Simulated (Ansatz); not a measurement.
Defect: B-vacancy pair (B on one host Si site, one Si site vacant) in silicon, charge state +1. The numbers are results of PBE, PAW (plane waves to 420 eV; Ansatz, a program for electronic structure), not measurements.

216-site cell at the relaxed PBE lattice, one k-point at (0.250, 0.250, 0.250), smearing 0.01 eV, spin-restricted, no finite-size correction. Static, classical nuclei. The charge state is imposed; whether it is stable for some Fermi level was not computed. Forms of the defect that were not tried may lie lower.

The step: one Si atom jumps into the vacancy from a nearby Si site (B-vacancy distance between ideal sites 2.37 → 3.87 Å); the atom moves 2.75 Å along (0.23, -0.32, -0.32) of the unit cell; the moving atom starts with neighbours Si at 2.35, 2 Si at 2.38 Å and ends with B at 2.01; 2 Si at 2.37 Å. On the band's own sampling the forward barrier is 1.02 eV. Harmonic modes of the moving Si atom alone, all others held, come from finite differences of 0.015 Å. The program found a first-order saddle point.

Q: Which three frequencies does the atom have at the start and at the saddle point?

A: start 4.9, 9.7, 10.4 THz; saddle point 3.7i, 6.0 and 7.5 THz.

Q: What attempt frequency and zero-point change of the barrier follow from these modes alone, and what classical rate at 500 K?

A: ν = (4.9 × 9.7 × 10.4) / (6.0 × 7.5) ≈ 11 THz. The zero-point energy changes the barrier by h/2 × (13.6 − 25.0) THz = -0.024 eV. The classical rate is ν exp(−1.02/0.0431) ≈ 600 s⁻¹. One atom's modes give a rough prefactor, not that of the whole cell.
